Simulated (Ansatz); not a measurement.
# Ca3SbN, pressure series

The reference is Ca3SbN in the anti-perovskite structure (space group Pm-3m, No. 221; a = 4.803 Å; a cell from a computed database, its experimental status unchecked).

Cell and atoms are relaxed at each pressure.

Levels (all Ansatz, a quantum-chemistry and plane-wave program, PAW): PBEsol (420 eV, no spin-orbit coupling); HSE06 (420 eV, without spin-orbit coupling).

Band gaps by level, all at the geometries relaxed with PBEsol:

```json
[
 {"case": "base", "PBEsol": "0.33 eV", "HSE06": "1.07 eV"},
 {"case": "pressure −2 GPa", "PBEsol": "0.39 eV", "HSE06": "1.12 eV"},
 {"case": "pressure 0.3 GPa", "PBEsol": "0.32 eV", "HSE06": "1.06 eV"},
 {"case": "pressure 0.7 GPa", "PBEsol": "0.31 eV", "HSE06": "1.05 eV"},
 {"case": "pressure 1.5 GPa", "PBEsol": "0.29 eV", "HSE06": "1.03 eV"},
 {"case": "pressure 3 GPa", "PBEsol": "0.25 eV", "HSE06": "0.98 eV"},
 {"case": "pressure 5 GPa", "PBEsol": "0.20 eV", "HSE06": "0.93 eV"},
 {"case": "pressure 7.5 GPa", "PBEsol": "0.14 eV", "HSE06": "0.87 eV"}
]
```

Single points use the geometry relaxed with PBEsol. With Sb present, leaving out spin-orbit coupling can change the band edges. Load acts through the strain it causes; cell and atoms are relaxed under it. Stability against distortions was not tested. No other phases were tried under pressure. The zero or small gap of Ca3SbN under pressure 1.5 GPa, Ca3SbN under pressure 3 GPa, Ca3SbN under pressure 5 GPa and Ca3SbN under pressure 7.5 GPa can change with the level of theory.
